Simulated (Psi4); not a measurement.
Psi4 1.11, PBE/def2-svp: Ge(H)(Et)(OH)2 (C[CH2][GeH]([OH])[OH]), 13 atoms. The geometry is a generated start, not checked to be a minimum at this level.

```
Item                                                Result
--------------------------  ------------------------------
task                                                energy
method                                                 pbe
basis                                             def2-svp
memory                                                3 GB
maxiter                                                100
keys of the molecule block                     symmetry c1
scf_type                                      df (default)
guess                       auto, which took SAD (default)
scf_initial_accelerator                    adiis (default)
e_convergence                              1e-06 (default)
d_convergence                              1e-06 (default)
dft_radial_points                             75 (default)
dft_spherical_points                         302 (default)
basis functions                                        128
grid points                                         278743
```

```xyz
13

Ge     1.0105     0.0726     0.4241
O      1.0473     1.5980    -0.4503
O      2.3037    -0.9416    -0.2042
C     -0.6932    -0.8344    -0.0172
C     -1.9123     0.0895    -0.1334
H      1.3366     0.3805     1.8838
H      1.8151     2.1586    -0.3696
H      3.1373    -0.5300    -0.4191
H     -0.5153    -1.3617    -0.9534
H     -0.8648    -1.6038     0.7376
H     -2.6926    -0.2068     0.5630
H     -2.3233     0.0564    -1.1381
H     -1.6490     1.1228     0.0768
```

One run each on 2 threads. Values of diis_max_vecs tried: 3, 6, 10 (default), 20.

Problem. Predict the course of the SCF iterations along this series.

Solution. Fewest SCF iterations, within one of each other: 6 with 11, 10 (default) with 11, 20 with 11. The count rises to 22 at 3. All converge to one solution.

```tsv
diis_max_vecs	SCF iterations	end
3	22	same solution
6	11	same solution
10 (default)	11	same solution
20	11	same solution
```
